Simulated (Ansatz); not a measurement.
## TiPd: pressure series

Consider TiPd in the CsCl type structure (space group Pm-3m, No. 221; a = 3.132 Å).

Cell and atoms are relaxed at each pressure.

Calculations: PBEsol (Ansatz, a quantum-chemistry and plane-wave program, PAW, no SOC).

Two rows of this table had their results exchanged by mistake.

```csv
pressure,volume per atom (Å³),shortest distance (Å),band gap
pressure −2 GPa,15.55,2.724,zero
pressure −1 GPa,15.46,2.718,zero
pressure 0.3 GPa,15.34,2.711,zero
pressure 0.7 GPa,14.76,2.677,zero
pressure 1.5 GPa,15.23,2.705,zero
pressure 3 GPa,15.11,2.697,zero
pressure 5 GPa,14.95,2.688,zero
pressure 7.5 GPa,15.30,2.709,zero
pressure 10 GPa,14.58,2.666,zero
```

### Question
Which two?

### Answer
The rows for pressure 0.7 GPa and pressure 7.5 GPa: the volume has to fall steadily with pressure, so 15.30 Å³ belongs to pressure 0.7 GPa and 14.76 Å³ to pressure 7.5 GPa.

Load acts through the strain it causes; cell and atoms are relaxed under it. Whether these cells are dynamically stable was not tested. No other phases were tried under pressure. All final runs are without spin polarisation.
